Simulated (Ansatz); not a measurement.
Dopant-vacancy pairs in fcc Ag: the barrier for the dopant to change places with the neighbouring vacancy. Method: PBE, PAW (plane waves to 420 eV; Ansatz, a quantum-chemistry and plane-wave program). Climbing-image NEB, static nuclei, no finite-size correction; this step alone does not carry the dopant far.

```
Dopant             Hop (Å)                    Neighbours at the saddle                                                                                  Cell  Barrier (eV)
-----------------  -------  ------------------------------------------  ------------------------------------------------------------------------------------  ------------
Al, pair charge 0     3.00  4 Ag at 2.60, 2 Ag at 3.18, 2 Ag at 3.20 Å  32 sites, 4×4×4 shifted, single points at the geometries of a band on a coarser mesh          0.45
Ru, pair charge 0     3.01                4 Ag at 2.69, 4 Ag at 3.11 Å  32 sites, 4×4×4 shifted, single points at the geometries of a band on a coarser mesh          1.14
Si, pair charge 0     2.89  4 Ag at 2.55, 2 Ag at 3.22, 2 Ag at 3.24 Å  32 sites, 4×4×4 shifted, single points at the geometries of a band on a coarser mesh           ___
```

Question: Complete the blanks.

Answer: 
- Si, pair charge 0, Barrier (eV): 0.35
